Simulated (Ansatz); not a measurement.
Ti2CdC under a change: pressure 0.3 GPa

Take Ti2CdC (space group P6_3/mmc, No. 194; a = 3.062 Å, c = 14.327 Å; a cell from a computed database, its experimental status unchecked) as the base.

The change: cell and atoms relaxed at a pressure of 0.3 GPa.

The values are results of PBEsol (Ansatz, an electronic-structure program; PAW; 420 eV plane waves; no spin-orbit coupling), not measurements. Settings: 17×17×4 k-points, 0.05 eV Fermi–Dirac smearing.

```json
[
 {"quantity": "lattice parameter a", "base": "3.062 Å", "changed": "3.060 Å", "shift": "-0.002 Å"},
 {"quantity": "shortest interatomic distance", "base": "2.094 Å", "changed": "2.093 Å", "shift": "-0.001 Å"},
 {"quantity": "band gap", "base": "zero", "changed": "zero", "shift": "–"}
]
```

Cost of the whole job for the changed cell (relaxation, final SCF and bands): roughly 4 core-minutes.

Load acts through the strain it causes; cell and atoms are relaxed under it. Stability against distortions was not tested. All final runs are without spin polarisation.
